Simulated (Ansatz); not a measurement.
Start from AlV$_{2}$C (space group P6_3/mmc, No. 194; a = 2.905 Å, c = 13.135 Å).

(Cell as relaxed with PBE.)

Levels (all Ansatz, an electronic-structure program, PAW): PBE (420 eV, spin-orbit coupling left out); r2SCAN (500 eV, spin-orbit coupling left out).

Each level relaxes its own structure.

| base | PBE | r2SCAN |
|---|---|---|
| volume per atom | 12.00 Å³ | 11.82 Å³ |
| lattice parameter a | 2.905 Å | 2.885 Å |
| band gap | zero | zero |

One thing is altered: the cell is scaled by 0.9836 in all directions; the atoms relax in the strained cell.

```csv
quantity,PBE,r2SCAN
energy relative to the base (free energy F),+17 meV/atom,?
"pressure (mean of the normal stresses, compression positive)",9.6 GPa,?
largest internal atomic displacement,0.021 Å,?
```

### Question
Given the PBE results, estimate those of r2SCAN.

### Answer

- energy relative to the base (free energy F), r2SCAN: +18 meV/atom
- pressure (mean of the normal stresses, compression positive), r2SCAN: 10.3 GPa
- largest internal atomic displacement, r2SCAN: 0.020 Å

PBE's energy relative to the base lies 1.1 meV/atom below r2SCAN's; PBE's pressure lies 0.76 GPa below r2SCAN's. Neither level is exact; r2SCAN is the comparison here, not a measurement.

Stability against distortions was not tested. Starting moments died away, wholly or in part, for the base; another magnetic solution may exist. The final runs are not spin-polarised.
